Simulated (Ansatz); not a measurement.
Start from GaP in the zinc blende structure (space group F-43m, No. 216; a = 5.506 Å).

It is then changed as follows: a hydrostatic pressure of 30 GPa.

Levels (all Ansatz, an electronic-structure program, PAW): PBE (420 eV, without spin-orbit coupling); HSE06+SOC (420 eV, noncollinear with spin-orbit coupling).

The geometry is relaxed with PBE.

| Item | Value |
|---|---|
| PBE band gap | 1.13 eV |
| PBE valence-band top at Γ | 0.00, 0.00, 0.00 eV |

Q: Predict the band gap and valence-band top at Γ from HSE06+SOC.

A: The band gap increases by 0.61 eV (1.13 eV → 1.74 eV); the valence-band top at Γ (three highest Kramers pairs, from the VBM) goes from 0.00, 0.00, 0.00 eV to 0.00, 0.00, -0.10 eV. The threefold valence maximum splits by Δso ≈ 0.10 eV.

Single points use the geometry relaxed with PBE. HSE06 gaps are upper bounds (no full band path). The spin-orbit shifts are approximate. Load acts through the strain it causes; cell and atoms are relaxed under it. No phonon test of stability was made. Measured, GaP leaves this structure (for a Cmcm phase) near 26 GPa (temperature not stated; as listed in Datta, Sujoy, Jana, Debnarayan, arXiv (2020)).
